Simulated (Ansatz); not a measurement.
Base system: BAs (space group P4_2/mnm, No. 136; a = 5.837 Å, c = 3.362 Å; a hypothetical phase, not in the database extracts checked).

Levels (all Ansatz, a quantum-chemistry and plane-wave program, PAW): PBEsol (420 eV, no spin-orbit coupling); r2SCAN (500 eV, spin-orbit coupling left out); HSE06 (420 eV, no spin-orbit coupling).

At the geometry relaxed with PBEsol, these levels gave the following band gaps, in shuffled order: (a) 1.30 eV, (b) 0.61 eV, (c) 0.86 eV.

**Question.** Match each gap to its level.

**Answer.** (a) HSE06; (b) PBEsol; (c) r2SCAN.

Single points use the geometry relaxed with PBEsol. HSE06 gaps are upper bounds (no full band path). No phonon test of stability was made.
